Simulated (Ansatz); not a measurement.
The starting structures come from a database of crystals and need not be the phases stable at ambient conditions.

Tunnelling through a barrier is set by its complex band structure: the current falls as exp(−2κd) with the smallest κ.

Data:

```yaml
crystal:
  lattice:
    - [6.29532, 0.00000, 0.00000]
    - [3.14766, 6.00232, -0.06638]
    - [3.14766, -0.53100, 1.73800]
  atoms:
    - { symbol: Zr, position: [0.00000, 0.00000, 0.00000] }
    - { symbol: S, position: [0.58864, 0.74469, 0.74469] }
    - { symbol: S, position: [0.41136, 0.25531, 0.25531] }
```

The cell was relaxed by PBE-D3(BJ); by r2SCAN it stands under a pressure of 2.6 GPa.

Transport runs along the normal of the first two printed cell vectors, the (111) plane of the conventional cell.

The gap is the functional's own, uncorrected, and κ follows it; spin-orbit coupling is left out. Mid-gap means the computed energy nearest the middle.

### Question
State the band gap and the smallest decay constant κ at mid-gap according to r2SCAN (Ansatz, an electronic-structure program).

### Answer
Gap 0.96 eV on a 18×18×18 mesh; κ = 0.166 1/Å, at the zone centre.
